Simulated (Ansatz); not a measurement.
Given:

```
ZnS
1.0
    3.84511     0.00000     0.00000
   -1.92255     3.32996     0.00000
    0.00000     0.00000     6.25396
Zn S
2 2
Direct
  0.66667   0.33333   0.00055
  0.33333   0.66667   0.50055
  0.66667   0.33333   0.62465
  0.33333   0.66667   0.12465
```

No spin polarisation.

Level of theory: Ansatz (a program for electronic structure), PBE, PAW, cutoff 420 eV, spin-orbit coupling left out. k-mesh 10×10×5 (Γ-centred); smearing 0.05 eV (Fermi–Dirac).

Problem. Predict the gap character and pressure.

Solution. 
- Gap character = direct at Γ
- Pressure (mean of the normal stresses, compression positive) = 0.59 GPa

The cells carry an imposed strain or load. Whether these cells are dynamically stable was not tested. The cell was made from ZnS in the wurtzite structure (space group P6_3mc, No. 186) by this change: uniaxial strain ε_zz = −0.82 %.
